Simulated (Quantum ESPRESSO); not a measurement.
Troubleshooting Quantum ESPRESSO: a failed run on FeCl₃ (P1, 8 atoms in the cell). The aim is a self-consistent single point with DFT, LDA (PZ), plane waves, GBRV 1.5 ultrasoft (LDA) pseudopotentials.

Cell that was meant: a = 3.7550 Å, b = 7.5916 Å, c = 8.8773 Å, α = 95.03°, β = 94.09°, γ = 102.74°.

Part of the input:

```fortran
/
&ELECTRONS
    conv_thr = 1.0d-10,
    electron_maxstep = 3,
    mixing_beta = 0.4,
/
ATOMIC_SPECIES
```

Output, abridged:

```
     Self-consistent Calculation

     iteration #  1     ecut=    50.00 Ry     beta= 0.40

     Threshold (ethr) on eigenvalues was too large:
     Diagonalizing with lowered threshold

     negative rho (up, down):  4.420E-02 4.338E-02

     total energy              =    -700.56777676 Ry
     estimated scf accuracy    <       0.30602832 Ry

     total magnetization       =    10.00 Bohr mag/cell
     absolute magnetization    =    10.01 Bohr mag/cell

     iteration #  2     ecut=    50.00 Ry     beta= 0.40

     negative rho (up, down):  4.411E-02 4.313E-02

     total energy              =    -700.56932261 Ry
     estimated scf accuracy    <       0.38451880 Ry

     total magnetization       =    10.00 Bohr mag/cell
     absolute magnetization    =    10.01 Bohr mag/cell

     iteration #  3     ecut=    50.00 Ry     beta= 0.40

     negative rho (up, down):  4.392E-02 4.232E-02

     total energy              =    -700.62254467 Ry
     estimated scf accuracy    <       0.11745503 Ry

     total magnetization       =    10.00 Bohr mag/cell
     absolute magnetization    =    10.01 Bohr mag/cell
     End of self-consistent calculation

     convergence NOT achieved after   3 iterations: stopping

   JOB DONE.
```

### Question
Diagnose the run.

### Answer
The fault is an iteration limit that is too low. The loop is cut before its threshold is met, so whatever is printed at the end is not self-consistent. To fix it, raise the limit, or leave it to the default. The run ended unconverged after 3 iterations.

An input that runs soundly differs in these lines (not the only fix; some lines may just follow from the change or write a value another way):
```diff
-    electron_maxstep = 3,
```

With that input, the run converged in 16 iterations: free energy E − TS -9532.6813 eV; top of the valence band (on the code's own zero) 0.61 eV; gap on the k-point mesh 0.55 eV; pressure -2.49 GPa; largest force (vector length) 0.636 eV/Å (DFT, LDA (PZ), plane waves, GBRV 1.5 ultrasoft (LDA) pseudopotentials).

On the sound input: the starting cell comes from a database of computed structures (which also holds hypothetical and non-ambient phases and stackings), without a prior relaxation at this level. The magnetic order is the one reached from the typed start; others were not searched systematically.
